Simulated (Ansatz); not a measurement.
We consider HfCo7 (P4/mmm, No. 123, 8 atoms in the cell; start mp-1105489), described by LDA in Ansatz (PAW).

Run with plane-wave cutoff 520 eV, 12×12×16 k mesh (along the axes of the cell as run), Fermi–Dirac smearing 0.05 eV, no spin polarisation, scalar-relativistic PAW data made under PBE.

Cell (relaxed at this level):

Space group P4/mmm (No. 123); a = 4.987 Å, b = 4.987 Å, c = 3.459 Å, α = 90.00°, β = 90.00°, γ = 90.00°

```
atom  site  symmetry       x       y       z
----  ----  --------  ------  ------  ------
Hf      1d     4/mmm  0.5000  0.5000  0.5000
Co      1b     4/mmm  0.0000  0.0000  0.5000
Co      4j      m.2m  0.2304  0.2304  0.0000
Co      2e      mmm.  0.0000  0.5000  0.5000
```

Problem. Give the computed bulk modulus B0.

Solution. 
bulk modulus B0: 264 GPa

Note: the run has no spin polarisation, so it can have missed a magnetic state; the bulk modulus is −V dP/dV from two relaxed cells at ±2 % in volume; the relaxation could not lower the start's symmetry, so the cell can be a saddle point above a distorted one.

Spin–orbit coupling is not included.

The computed numbers hold no vibrational or temperature effects.

Cost on a shared machine: roughly 60 core-minutes.

A start named mp-… is a Materials Project structure, which need not be a measured phase.

Ansatz is a quantum-chemistry and plane-wave program.
